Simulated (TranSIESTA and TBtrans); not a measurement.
System: Al chain with one bond stretched by 2.0 Å. Leads: straight Al chain, spacing 2.597 Å. Geometry: as built, not relaxed. Transport runs along z; the first 6 and the last 6 of the 18 atoms are the lead cells, repeated to infinity.

```xyz
18
Lattice="9.000 0.000 0.000 0.000 9.000 0.000 0.000 0.000 48.746" Properties=species:S:1:pos:R:3 pbc="F F T"
Al     4.500     4.500     0.000
Al     4.500     4.500     2.597
Al     4.500     4.500     5.194
Al     4.500     4.500     7.791
Al     4.500     4.500    10.388
Al     4.500     4.500    12.985
Al     4.500     4.500    15.582
Al     4.500     4.500    18.179
Al     4.500     4.500    20.776
Al     4.500     4.500    25.373
Al     4.500     4.500    27.970
Al     4.500     4.500    30.567
Al     4.500     4.500    33.164
Al     4.500     4.500    35.761
Al     4.500     4.500    38.358
Al     4.500     4.500    40.955
Al     4.500     4.500    43.552
Al     4.500     4.500    46.149
```

Run with TranSIESTA and TBtrans (open boundaries, self-consistent; PseudoDojo norm-conserving potentials, scalar-relativistic): PAO.BasisSize DZP, PAO.EnergyShift 0.15 eV, XC.Authors PBE, Mesh.Cutoff 200 Ry, ElectronicTemperature 300 K, TS.Voltage 0.0 eV, TBT.Elecs.Eta 0.001 eV, no spin polarisation.

Energies count from the leads' Fermi level. Transmissions are for one spin of a degenerate pair. The energy step is 0.01 eV; narrower resonances are cut or missed.

```tsv
E (eV)	T
-0.20	0.0147
-0.15	0.0384
-0.10	0.0683
-0.05	0.0971
0.00	0.117
0.05	0.125
0.10	0.127
0.15	0.127
0.20	0.126
```

### Question
Give the zero-bias conductance in μS and the resistance at 300 K.

### Answer
At the Fermi level T = 0.117. Averaged with −∂f/∂E over the full grid (kT = 25.9 meV) it is 0.112. With G0 = 2e²/h = 77.48 μS, G = 8.68 μS and R = 1/G = 115 kΩ.

### Question
Estimate the thermopower by Mott's formula S = −(π²/3)(kB²T/e) d ln T/dE from the rows at -0.05 and 0.05 eV.

### Answer
d ln T/dE = 2.53 eV⁻¹ and (π²/3) kB²T/e = 7.33 μV/K · eV, so S = -19 μV/K; the full integral gives -19 μV/K. A negative sign means that T rises with energy over the thermal window.

### Question
The eigenchannels at the Fermi level transmit 0.0432, 0.0367, 0.0367. What Fano factor of the shot noise follows at low temperature and bias?

### Answer
F = Σ τ(1 − τ)/Σ τ = 0.112/0.117 = 0.96.

The straight chain is held at its spacing; free chains may zigzag or dimerise. No spin-polarised start was tried, so a magnetic state, if there is one, is missed.
